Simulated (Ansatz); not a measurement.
## What As → C does to hypothetical rock salt GaAs

Start from GaAs in the rock salt structure (space group Fm-3m, No. 225; a = 5.330 Å; a hypothetical phase, not in the database extracts checked).

Now apply this change: full substitution As → C; the structure is relaxed again.

Calculations: DFT with r2SCAN, PAW potentials and a 500 eV plane-wave cutoff in Ansatz (a quantum-chemistry and plane-wave program), no spin-orbit coupling. Settings: 18×18×18 k-points, 0.05 eV Fermi–Dirac smearing, for the changed cell.

```json
{
 "volume_per_atom": "10.35 Å³ (base 18.92 Å³)",
 "lattice_parameter_a": "4.359 Å (base 5.330 Å)",
 "space_group": "Fm-3m (No. 225) (base Fm-3m (No. 225))",
 "shortest_interatomic_distance": "2.180 Å (base 2.665 Å)",
 "band_gap": "zero (base zero)"
}
```

Final structure:

```xyz
2
Lattice="0.0000 2.1795 2.1795 2.1795 0.0000 2.1795 2.1795 2.1795 0.0000" Properties=species:S:1:pos:R:3 pbc="T T T"
C      0.0000     0.0000     0.0000
Ga     2.1795     2.1795     2.1795
```

No phonon test of stability was made. As relaxed here, GaC is a hypothetical phase, not in the database extracts checked. The final runs are not spin-polarised. An odd electron count without spin: GaC.
